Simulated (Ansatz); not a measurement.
## Hypothetical diamond Ga: thickness series

Consider Ga in the diamond structure (space group Fd-3m, No. 227; a = 5.884 Å; a hypothetical phase, not in the database extracts checked). Axes: x, y, z lie along the cube axes.

Free-standing slabs (2 atom(s) a layer) normal to [110] with 15 Å of vacuum; in-plane cell held at bulk.

Levels (all Ansatz, a first-principles code, PAW): PBE (420 eV, without spin-orbit coupling); PBEsol (420 eV, spin-orbit coupling left out).

The base cell above is that of PBE; each level relaxes its own structures.

```json
[
 {"case": "1 layer", "shortest interatomic distance, PBE": "2.587 Å", "shortest interatomic distance, PBEsol": "[?]"},
 {"case": "2 layers", "shortest interatomic distance, PBE": "2.423 Å", "shortest interatomic distance, PBEsol": "2.371 Å"},
 {"case": "3 layers", "shortest interatomic distance, PBE": "2.377 Å", "shortest interatomic distance, PBEsol": "[?]"},
 {"case": "4 layers", "shortest interatomic distance, PBE": "2.499 Å", "shortest interatomic distance, PBEsol": "2.449 Å"},
 {"case": "5 layers", "shortest interatomic distance, PBE": "2.437 Å", "shortest interatomic distance, PBEsol": "[?]"},
 {"case": "6 layers", "shortest interatomic distance, PBE": "2.469 Å", "shortest interatomic distance, PBEsol": "2.448 Å"},
 {"case": "7 layers", "shortest interatomic distance, PBE": "2.469 Å", "shortest interatomic distance, PBEsol": "2.429 Å"}
]
```

Task: What belongs in the blanks?

Result: 
- 1 layer, shortest interatomic distance, PBEsol: 2.532 Å
- 3 layers, shortest interatomic distance, PBEsol: 2.340 Å
- 5 layers, shortest interatomic distance, PBEsol: 2.411 Å

PBE lies above PBEsol in every row, by 0.021 Å to 0.055 Å. Near ties aside, they put the cases in the same order.

Stability against distortions was not tested.
